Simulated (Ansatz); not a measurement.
## Effect of pressure 5 GPa on As

Take As in the A7 type structure (space group R-3m, No. 166; a = 3.746 Å, c = 9.754 Å (hexagonal axes); layered) as the base.

Now apply this change: cell and atoms relaxed at a pressure of 5 GPa.

Computed with PBEsol-D3(BJ) (Ansatz, an electronic-structure program), no spin-orbit coupling, earlier PAW set. Γ-centred 15×15×15 mesh, Fermi–Dirac width 0.05 eV.

The volume per atom decreases by 1.25 Å³ to 18.50 Å³ and the density grows by 0.426 g/cm³, from 6.30 g/cm³ to 6.72 g/cm³. The lattice parameter a falls by 0.096 bohr (7.078 bohr → 6.982 bohr) and the c/a ratio falls by 0.0625 to 2.541. The shortest interatomic distance drops by 0.038 bohr to 4.720 bohr and the enthalpy H = E + PV relative to the base's energy amounts to +0.60 eV/atom. The band gap stays zero.

Final structure:

```
As
1.0
    1.84740     1.06660     3.13009
   -1.84740     1.06660     3.13009
    0.00000    -2.13319     3.13009
As
2
Cartesian
  0.00000   0.00000   2.21459
  0.00000   0.00000   7.17567
```

Load acts through the strain it causes; cell and atoms are relaxed under it. Stability against distortions was not tested. No other phases were tried under pressure.
